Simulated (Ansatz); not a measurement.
The reference is HgTe in the zinc blende structure (space group F-43m, No. 216; a = 6.5099 Å).

The values are results of DFT with PBEsol, PAW potentials and a 420 eV plane-wave cutoff in Ansatz (a quantum-chemistry and plane-wave program), no spin-orbit coupling, earlier PAW set, not measurements.

For the base:

```
Property           Result
---------------  --------
Volume per atom  34.49 Å³
Band gap             zero
```

One thing is altered: S takes the place of Te on all its sites, then cell and atoms are relaxed.

Tabulated Pauling electronegativity and covalent radius: Te 2.10, 1.38 Å; S 2.58, 1.05 Å.

What does the calculation give for the volume per atom after the change?

The volume per atom decreases by 9.125 Å³ to 25.36 Å³.

What happens to the band gap?

The band gap stays zero.

With Hg and Te present, leaving out spin-orbit coupling can change the band edges. No phonon test of stability was made. The final runs are not spin-polarised. The zero or small gap of HgS and HgTe can change with the level of theory.
